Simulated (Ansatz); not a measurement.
Results of r²SCAN in Ansatz (plane waves, PAW) for AlN (model structure, started from the HgO type, Fm-3m, No. 225, 6 atoms in the cell; like a known high-pressure phase).

Run with plane-wave cutoff 560 eV, 12×12×4 k mesh (along the axes of the cell as run), Fermi–Dirac smearing 0.01 eV, scalar-relativistic PAW data made under PBE.

Cell (relaxed at this level):

```cif
data_Al3N3
_chemical_formula_sum 'Al3 N3'
_space_group_name_H-M_alt 'P 1'
_space_group_IT_number 1
_cell_length_a 2.85509
_cell_length_b 2.85509
_cell_length_c 6.99355
_cell_angle_alpha 90.000
_cell_angle_beta 90.000
_cell_angle_gamma 120.000
loop_
_space_group_symop_operation_xyz
  'x, y, z'
loop_
_atom_site_label
_atom_site_type_symbol
_atom_site_fract_x
_atom_site_fract_y
_atom_site_fract_z
_atom_site_occupancy
Al1 Al 0.33333 0.33333 0.50000 1
Al2 Al 0.66667 0.00000 0.83333 1
Al3 Al 0.00000 0.66667 0.16667 1
N1 N 0.33334 0.33334 0.00000 1
N2 N 0.66666 0.00000 0.33333 1
N3 N 0.00000 0.66666 0.66667 1
```

Problem. What does this level give for the band gap and smallest direct gap on the k points sampled?

Solution. 
* **band gap**: 5.52 eV (indirect)
* **smallest direct gap on the k points sampled**: 6.53 eV

The computed numbers hold no vibrational or temperature effects.

Cost on a shared machine: roughly 19 core-seconds.

A model structure was made by putting elements into a prototype or built by hand; it is no filed structure, need not be a known phase, and can be a saddle point held by its symmetry.

Ansatz is a quantum-chemistry and plane-wave program.
